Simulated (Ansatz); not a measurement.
Band structure of MgTi₂ (Cmcm, 6 atoms in the cell).

```yaml
crystal:
  lattice:
    - [1.50723, -8.13128, 0.00000]
    - [1.50723, 8.13128, 0.00000]
    - [0.00000, 0.00000, 4.90289]
  atoms:
    - { symbol: Mg, position: [0.78232, 0.21768, 0.25000] }
    - { symbol: Mg, position: [0.21768, 0.78232, 0.75000] }
    - { symbol: Ti, position: [0.09964, 0.90036, 0.25000] }
    - { symbol: Ti, position: [0.90036, 0.09964, 0.75000] }
    - { symbol: Ti, position: [0.45006, 0.54994, 0.25000] }
    - { symbol: Ti, position: [0.54994, 0.45006, 0.75000] }
```

Method: LDA (PW92), PAW files made with PBE (plane waves; Ansatz, an electronic-structure program).

Settings: kpoints.mp_grid.grid = 5 5 3; hamiltonian.xc = lda; hamiltonian.pseudopotentials = {kind: paw} (the program's default PAW files); scf.occupations.method = gaussian; scf.occupations.width = 0.2 eV; kpoints.band_path.npoints = 8.

The starting cell comes from a database of computed structures (which also holds hypothetical and non-ambient phases and stackings), without a prior relaxation at this level. Its lattice was rescaled by a random factor within 2.5 % of one. Spin polarisation is off.

Levels in eV from the Fermi level, bands 31 to 38:
```
point     31     32     33     34     35     36    37    38
-----  -----  -----  -----  -----  -----  -----  ----  ----
Γ      -0.69  -0.22  -0.21   0.17   0.30   0.67  0.79  0.87
X      -1.15  -0.88  -0.78  -0.51   0.40   0.49  0.60  0.87
S      -1.16  -0.88  -0.77  -0.51   0.35   0.49  0.60  1.01
R      -0.67  -0.67  -0.45  -0.45  -0.11  -0.11  0.64  0.64
A      -0.66  -0.66  -0.44  -0.44   0.00   0.00  0.42  0.42
Z      -0.84  -0.84  -0.34  -0.34   0.18   0.18  0.84  0.84
Y      -1.32  -0.97  -0.13   0.43   0.67   0.71  0.86  0.92
X1     -1.15  -0.88  -0.78  -0.51   0.40   0.49  0.60  0.87
A1     -0.66  -0.66  -0.44  -0.44   0.00   0.00  0.42  0.42
T      -0.74  -0.74  -0.02  -0.02   0.16   0.16  0.90  0.90
```

Bands cross the Fermi level along this path, so the cell is metallic at this level.

Keys are those of Ansatz 0.2.
